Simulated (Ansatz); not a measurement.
Base system: WGe in the rock salt structure (space group Fm-3m, No. 225; a = 5.122 Å; a hypothetical phase, not in the database extracts checked).

All numbers come from DFT with r2SCAN, PAW potentials and a 500 eV plane-wave cutoff in Ansatz (a program for electronic structure), no spin-orbit coupling.

For the base:

```
Property               Value
-------------------  -------
Lattice parameter a  5.122 Å
Band gap                zero
```

One thing is altered: Zn takes the place of Ge on all its sites, then cell and atoms are relaxed.

Tabulated Pauling electronegativity and covalent radius: Ge 2.01, 1.20 Å; Zn 1.65, 1.22 Å.

### Question
Predict the new lattice parameter a.

### Answer
The lattice parameter a drops by 0.097 Å to 5.025 Å.

### Question
What happens to the band gap?

### Answer
The band gap stays zero.

Stability against distortions was not tested. As relaxed here, ZnW is a hypothetical phase, not in the database extracts checked. The final runs are not spin-polarised. WGe has a high density of states at the Fermi level and may be magnetic at this level.
